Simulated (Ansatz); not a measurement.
Gaps and masses across 9 crystals of space group F-43m

All by PBE, rigid bands (Ansatz, a first-principles code); geometry: cell and atoms relaxed with PBE.

| Crystal | volume per atom (Å³) | band gap | electron conductivity mass | E_g(mₑ/m* − 1) |
|---|---|---|---|---|
| InP | 26.5 | 0.44 eV | 0.047 mₑ | 8.9 eV |
| ZnSe | 23.5 | 1.15 eV | 0.100 mₑ | 10.4 eV |
| BAs | 13.9 | 1.20 eV | 0.31 mₑ | - |
| BP | 11.8 | 1.25 eV | 0.33 mₑ | - |
| SiC | 10.5 | 1.37 eV | 0.30 mₑ | - |
| AlAs | 23.5 | 1.50 eV | 0.34 mₑ | - |
| GaP | 20.9 | 1.58 eV | 0.21 mₑ | - |
| AlP | 20.9 | 1.63 eV | 0.35 mₑ | - |
| ZnS | 20.2 | 2.02 eV | 0.180 mₑ | 9.2 eV |

The last column is given only where the electrons sit in one nearly round valley (density-of-states mass close to the conductivity mass).

**Question.** Does the electron mass follow the gap, and the gap the size of the cell?

**Answer.** The mass follows the gap weakly at most (rank correlation 0.43), and the gap follows the volume per atom weakly at most (-0.28). Rows with one valley and with several are mixed here. Lightest electrons: InP (F-43m); heaviest: AlP (F-43m).

Masses are for dilute carriers at 300 K, harmonic means over directions unless an axis is named. Spin-orbit coupling is left out.
